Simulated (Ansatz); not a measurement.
Levels about the gap of amorphous As12Se48 (60 atoms in a cell of 1761 Å³, 4.42 g/cm³; zone centre alone, so wide bands show as single levels with stretches between that a denser mesh fills), at the geometry that PBE relaxed, where it gives 1.0 GPa on a denser mesh. The participation number counts the atoms over which a state spreads; weights are charges in smoothed Voronoi cells. The levels come from a single point, so bond lengths are those of that geometry. Method of the levels: PBE, scalar-relativistic without spin-orbit coupling, PAW (Ansatz default set, large-core Se) (Ansatz, a quantum-chemistry and plane-wave program). Sampling: the zone centre alone; Fermi-Dirac width 0.05 eV; no spin polarisation.

The cell was made by melting and quenching with the CHGNet potential and then relaxed with DFT. The hot cell started wider than the set density and was brought back towards it in steps. It is the lowest in DFT energy of 4 quenches. It is a model cell: composition and starting density were chosen by hand, and all elements were melted together. No dispersion term was used. Its density started from a set value of 4.42 and ended at 4.42 g/cm³. Cooling (nominally 92 K/ps over its main leg) ran many orders faster than in experiment, which tends to leave more defects and strain. One small periodic cell is one sample of the glass; other quenches scatter about these values. The volume was held where the preparation left it, at a PBE pressure of 1.0 GPa. Stress components on the final sampling reach 1.2 GPa. Cycles of charging lowered its energy after that relaxation.

```csv
"E - E(highest filled), eV",filling,participation number,largest on,weight Se,weight As
-0.39,filled,28.5,"Se, 2 neighbours",0.89,0.11
-0.33,filled,24.3,"Se, 2 neighbours",0.89,0.11
-0.30,filled,25.5,"Se, 2 neighbours",0.85,0.15
-0.23,filled,28.2,"Se, 2 neighbours",0.86,0.14
-0.13,filled,24.1,"Se, 1 neighbours",0.86,0.14
-0.11,filled,28.8,"Se, 2 neighbours",0.88,0.12
0.00,filled,15.7,"Se, 2 neighbours",0.90,0.10
0.89,empty,28.4,"Se, 2 neighbours",0.87,0.13
1.01,empty,29.0,"Se, 2 neighbours",0.79,0.21
1.13,empty,27.7,"Se, 3 neighbours",0.85,0.15
1.21,empty,27.7,"Se, 2 neighbours",0.87,0.13
1.25,empty,33.2,"Se, 2 neighbours",0.84,0.16
1.30,empty,38.7,"Se, 2 neighbours",0.78,0.22
1.37,empty,31.7,"Se, 2 neighbours",0.74,0.26
```

Most localised among these is the filled level at +0.00 eV, on a Se atom, which has 2 neighbours (Se 2.38 Å, Se 2.55 Å).
